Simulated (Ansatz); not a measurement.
The (102) surface of tetragonal indium in its 1x1 cell, outermost plane spacing 0.99 Å in the ideal cut

Level of theory: PBE (plane waves to 420 eV, PAW; Ansatz, a program for electronic structure).

Model: 11-atom slab, 9.9 Å thick at the start (thin: gaps and levels are the slab's own), 11x5x1 mesh, Fermi-Dirac 0.1 eV, dipole correction, all atoms relaxed; start symmetry kept, larger cells not searched; no spin, no spin-orbit, no U.

The surface energy (mean of both faces) is 20 meV/Å² and the surface energy before relaxation is 0.36 J/m². The work function of the top face is 3.79 eV and the energy released by relaxation comes out as 0.096 eV. The cost is around 9 core-minutes (rough).
